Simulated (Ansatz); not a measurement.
```xyz
16
Lattice="18.0000 0.0000 0.0000 0.0000 20.5000 0.0000 0.0000 0.0000 4.2146" Properties=species:S:1:pos:R:3 pbc="T T T"
Ge     7.0002     9.5647     0.0000
Ge     7.0002    10.9353     2.1073
Ge     9.0000     6.7288     2.1073
Ge     9.0000     8.0693     0.0000
Ge     9.0000    12.4307     2.1073
Ge     9.0000    13.7712     0.0000
Ge    10.9998     9.5647     0.0000
Ge    10.9998    10.9353     2.1073
F      5.5765     8.5287     0.0000
F      5.5765    11.9713     2.1073
F      7.6142     5.6675     2.1073
F     10.3858     5.6675     2.1073
F      7.6142    14.8325     0.0000
F     10.3858    14.8325     0.0000
F     12.4235     8.5287     4.2146
F     12.4235    11.9713     2.1073
```

Calculation: PBE (plane waves to 420 eV, PAW; Ansatz, a quantum-chemistry and plane-wave program). Mesh 1×1×8. No spin polarisation. It repeats along c; a and b span vacuum. An idealised model, cut from the bulk lattice. It keeps the symmetry and period of its start, so it need not be a minimum against all distortions. Values not marked SOC lack spin–orbit coupling.

Question: Tabulate the two highest filled and two lowest empty levels along the axis, from the valence top.

Answer: 
| k (2π/c) | v2 (eV) | v1 (eV) | c1 (eV) | c2 (eV) |
|---|---|---|---|---|
| 0.000 | -0.62 | 0.00 | 0.86 | 0.90 |
| 0.042 | -0.72 | -0.25 | 1.03 | 1.10 |
| 0.083 | -0.95 | -0.68 | 1.36 | 1.51 |
| 0.125 | -1.17 | -1.12 | 1.75 | 1.86 |
| 0.167 | -1.35 | -1.16 | 2.12 | 2.13 |
| 0.208 | -1.36 | -1.15 | 2.28 | 2.43 |
| 0.250 | -1.35 | -1.15 | 2.37 | 2.51 |
| 0.292 | -1.32 | -1.15 | 2.29 | 2.36 |
| 0.333 | -1.29 | -1.17 | 2.07 | 2.25 |
| 0.375 | -1.26 | -1.20 | 1.89 | 2.09 |
| 0.417 | -1.25 | -1.25 | 1.77 | 1.93 |
| 0.458 | -1.30 | -1.25 | 1.72 | 1.81 |
| 0.500 | -1.28 | -1.28 | 1.73 | 1.73 |
